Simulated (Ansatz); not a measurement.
## C: response to strain

The reference is C in the diamond structure (space group Fd-3m, No. 227).

```xyz
2
Lattice="0.0000 1.7801 1.7801 1.7801 0.0000 1.7801 1.7801 1.7801 0.0000" Properties=species:S:1:pos:R:3 pbc="T T T"
C      1.7801     1.7801     1.7801
C      2.6702     2.6702     2.6702
```

Cartesian axes are those of the cell as printed.

Strains are applied to the cell and any free atomic positions relax; under stress the whole cell relaxes.

Levels (all Ansatz, a quantum-chemistry and plane-wave program, PAW): r2SCAN (500 eV, without spin-orbit coupling); HSE06 (420 eV, no SOC).

Band gaps by level, all at the geometries relaxed with r2SCAN:

| case | r2SCAN | HSE06 |
|---|---|---|
| base | 4.36 eV | 5.30 eV |
| uniaxial strain ε_xx = +1.50 % | 4.13 eV | 5.06 eV |
| uniaxial strain ε_yy = −5.82 % | 2.85 eV | 3.81 eV |
| tensor shear ε_xy = +0.96 % | 4.30 eV | 5.24 eV |
| uniaxial stress, 5 GPa compression along x | 4.23 eV | 5.18 eV |
| uniaxial stress, 8 GPa tension along z | 4.24 eV | 5.18 eV |

Single points use the geometry relaxed with r2SCAN. HSE06 was sampled on its mesh, a few special points and the semilocal edge points, so its gap is an upper bound. Beyond what the load breaks, stability against distortions was not tested.
